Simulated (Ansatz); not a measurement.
Start from MgO (space group P4_2/mnm, No. 136; a = 5.5103 Å, c = 3.2763 Å; a hypothetical phase, not in the database extracts checked). Axes: x, y, z lie along a, b, c of the conventional cell.

It is then changed as follows: the cell is compressed by 0.82 % along z with no lateral relaxation, atoms relaxed at fixed cell.

Levels (all Ansatz, an electronic-structure program, PAW): PBEsol (420 eV, scalar-relativistic without spin-orbit coupling); r2SCAN (500 eV, no spin-orbit coupling); HSE06 (420 eV, no spin-orbit coupling).

One geometry, relaxed with PBEsol, under each level:

| level | band gap | lowest conduction level above the VBM at special points | pressure |
|---|---|---|---|
| PBEsol | 3.41 eV | Γ 3.41 eV; X 5.58 eV; M 6.58 eV; A 7.10 eV | 1.10 GPa |
| r2SCAN | [?] | [?] | [?] |
| HSE06 | 5.13 eV | Γ 5.13 eV; X 7.36 eV; M 8.40 eV | – |

Question: Give the withheld r2SCAN results.

Answer: 
- r2SCAN, band gap: 4.17 eV
- r2SCAN, lowest conduction level above the VBM at special points: Γ 4.17 eV; X 6.35 eV; M 7.36 eV; A 7.93 eV
- r2SCAN, pressure: 0.25 GPa

Single points use the geometry relaxed with PBEsol. Their cutoffs differ, which shifts pressures a little. The hybrid gap comes from the SCF mesh plus the semilocal run's edge points and a few special points and is an upper bound. The cells carry an imposed strain or load. Stability against distortions was not tested.
